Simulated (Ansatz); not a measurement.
Base system: BN in the h-BN type structure (space group P6_3/mmc, No. 194; layered, stacked along the Cartesian z axis).

```yaml
crystal:
  lattice:
    - [2.50045, 0.00000, 0.00000]
    - [-1.25023, 2.16545, 0.00000]
    - [0.00000, 0.00000, 6.41121]
  atoms:
    - { symbol: B, position: [0.33333, 0.66667, 0.25000] }
    - { symbol: B, position: [0.66667, 0.33333, 0.75000] }
    - { symbol: N, position: [0.33333, 0.66667, 0.75000] }
    - { symbol: N, position: [0.66667, 0.33333, 0.25000] }
```

Cartesian axes are those of the cell as printed.

Method: PBEsol-D3(BJ) (Ansatz, an electronic-structure program), spin-orbit coupling left out.

The change: the cell is stretched by 0.98 % along x with no lateral relaxation; the atoms relax in the strained cell.

Problem. How does this affect the energy relative to the base?

Solution. The energy goes up by 2.3 meV/atom.

Problem. How does this affect the stress?

Solution. The stress (xx, yy, zz, yz, xz, xy; compression positive) comes out as (-8.71, -2.04, -0.02, 0.00, 0.00, 0.00) GPa.

Stability against distortions was not tested.
